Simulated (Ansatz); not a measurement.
Structures of equal composition on the (0001) surface of hcp Ru: a layer of Fe in place of the second plane; a layer of Fe in place of the third plane. The slabs share one bottom face, and each structure is named by its start. These are constructed structures in small cells; real faces may alloy, dewet or reconstruct in larger ones, and not all known structures of the face are among them. Slabs of about 11 Å, Fermi-Dirac smearing of 0.1 eV. Bottom of the slabs: a bare face, its two planes held. Relaxed from the named starts with such symmetry as they have, on meshes of like density; energies extrapolated to zero smearing; spin only where a row says so; no spin-orbit coupling, no U. Brackets mark spin-polarised runs, whose order is one that fits the cell.

Calculation: PBE (plane waves to 420 eV, PAW; Ansatz, a program for electronic structure).

Question: Order them by energy per 1x1 cell (lowest first) at the level PBE.

Answer: a layer of Fe in place of the second plane (0.000 eV [spin, 1.3 μB a cell]), a layer of Fe in place of the third plane (0.046 eV [spin, 1.6 μB a cell])
